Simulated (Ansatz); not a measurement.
An Ansatz (a first-principles code) input (PBE/PAW in Ansatz, spin-orbit coupling left out):

Ansatz 0.2 input:
```yaml
crystal:
  lattice:
    - [6.1208016248, 0, 0]
    - [0, 6.1208016248, 0]
    - [0, 0, 6.1208016248]
  atoms:
    - { symbol: Cs, position: [0, 0, 0] }
    - { symbol: Sn, position: [0.5, 0.5, 0.5] }
    - { symbol: I, position: [0.5, 0, 0.5] }
    - { symbol: I, position: [0, 0.5, 0.5] }
    - { symbol: I, position: [0.5, 0.5, 0] }
basis: { ecutwfc: 420, ecutrho_ratio: 4, xc_grid: 2, fft_grid_basis: typed }
kpoints: { mp_grid: { grid: [6, 6, 6] } }
hamiltonian:
  xc: pbe
  dispersion: none
  pseudopotentials: { kind: paw }
scf: { occupations: { method: fermi_dirac, width: 0.05 }, convergence: { dr2_threshold: 0.0000000005 } }
relax: { f_tol: 0.005, max_steps: 50 }
output: { forces: true, stress: true }
checkpoint: { write: state.ck, write_every: 1000 }
```

Problem. Which symmetry and how many k-points will the program report, and about how many plane waves at Γ?

Solution. Space group Pm-3m (ITA 221) with 48 operations, k-points 20 of 216, and 4457 plane waves at Γ.

Problem. And the final pressure?

Solution. 1.47 GPa (compression positive).

The cells carry an imposed strain or load. No phonon test of stability was made. The cell was made from CsSnI3 in the cubic perovskite structure (space group Pm-3m, No. 221) by this change: isotropic strain −2.40 %. Many cubic perovskites are stable only at high temperature; tilts and polar distortions were not tested.
